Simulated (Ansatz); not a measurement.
An Ansatz (an electronic-structure program) input (Ansatz PBEsol, scalar-relativistic without spin-orbit coupling):

Ansatz 0.2 input:
```yaml
crystal:
  lattice:
    - [-2.9693418457, 2.9693418457, 3.0035826883]
    - [2.9693418457, -2.9693418457, 3.0035826883]
    - [3.0378235309, 3.0378235309, -3.0035826883]
  atoms:
    - { symbol: Cs, position: [0, 0, 0] }
basis: { ecutwfc: 420, ecutrho_ratio: 4, xc_grid: 2, fft_grid_basis: typed }
kpoints: { mp_grid: { grid: [16, 16, 16] } }
hamiltonian:
  xc: pbesol
  dispersion: none
  pseudopotentials: { kind: paw }
scf: { occupations: { method: fermi_dirac, width: 0.1 }, convergence: { dr2_threshold: 0.0000000001 } }
relax: { f_tol: 0.005, max_steps: 50 }
output: { forces: true, stress: true }
checkpoint: { write: state.ck, write_every: 1000 }
```

Problem. Which symmetry and how many k-points will the program report, and about how many plane waves at Γ?

Solution. Space group Fmmm (ITA 69) with 8 operations, k-points 621 of 4096, and 2123 plane waves at Γ.

The cells carry an imposed strain or load. Stability against distortions was not tested. The cell was made from Cs in the bcc (W type) structure (space group Im-3m, No. 229) by this change: tensor shear ε_xy = +1.14 %.
